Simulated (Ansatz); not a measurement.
We consider ZnS (model structure, started from the BeO type, P4₂/mnm, No. 136, 8 atoms in the cell), described by r²SCAN+rVV10 (Ansatz, an electronic-structure program, PAW).

Run with plane-wave cutoff 560 eV, 6×6×10 k mesh (along the axes of the cell as run), Fermi–Dirac smearing 0.01 eV, scalar-relativistic PAW data made under PBE.

Cell (relaxed at this level):

Space group P4₂/mnm (No. 136); a = 6.5153 Å, b = 6.5153 Å, c = 3.8289 Å, α = 90.00°, β = 90.00°, γ = 90.00°

```csv
atom,site,symmetry,x,y,z
Zn,4g,m.2m,0.1742,0.1742,0.5000
S,4f,m.2m,0.3119,0.3119,0.0000
```

### Question
What does this level give for the band gap?

### Answer

* **band gap**: 2.85 eV (direct)

Note: the relaxation could raise the start's symmetry but not lower it, so the cell can be a saddle point.

The computed numbers hold no vibrational or temperature effects.

A model structure was made by putting elements into a prototype or built by hand; it is no filed structure, need not be a known phase, and can be a saddle point held by its symmetry.
